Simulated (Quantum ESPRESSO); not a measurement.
Troubleshooting Quantum ESPRESSO: a failed run on Rb (Im-3m, 1 atom in the cell). The aim is a zone-centre phonon calculation with DFT, PBE, plane waves, PseudoDojo standard norm-conserving (PBE) pseudopotentials.

The self-consistent step had converged with these keywords: prefix = pwscf; ecutwfc = 50 Ry; occupations = smearing; smearing = marzari-vanderbilt; degauss = 0.0073499 Ry; potentials = {Rb: Rb.upf}; K_POINTS = automatic 6 6 6 0 0 0; conv_thr = 1e-09 Ry; mixing_beta = 0.7. The next shown step is ph.x.

Input:

```fortran
phonons at the zone centre
&INPUTPH
 prefix = 'pwscf'
 outdir = './tmp/'
 tr2_ph = 1.0d-14
 fildyn = 'dyn.G'
 epsil = .true.
/
0.0 0.0 0.0
```

Output, abridged:

```
     Reading xml data from directory:

     ./tmp/pwscf.save/

     G-vector sticks info
     --------------------
     sticks:   dense  smooth     PW     G-vecs:    dense   smooth      PW
     Sum        1303    1303    419                29853    29853    5481

     Reading collected, re-writing distributed wavefunctions in ./tmp/

 %%%%%%%%%%%%%%%%%%%%%%%%%%%%%%%%%%%%%%%%%%%%%%%%%%%%%%%%%%%%%%%%%%%%%%%%%%%%%%
     Error in routine phq_readin (1):
     no elec. field with metals
 %%%%%%%%%%%%%%%%%%%%%%%%%%%%%%%%%%%%%%%%%%%%%%%%%%%%%%%%%%%%%%%%%%%%%%%%%%%%%%

     stopping ...
```

### Question
From the messages shown, name the fault and mend the input.

### Answer
The fault is the dielectric response asked with smeared occupations. The response to a homogeneous field is defined for insulators with fixed occupations. To fix it, drop the request, or use fixed occupations in an insulator. The program stopped in the step ph.x before computing anything there.

On the sound input: the starting cell has typed, rounded lattice constants, without a prior relaxation at this level. Its lattice was rescaled by a random factor within 2.5 % of one.
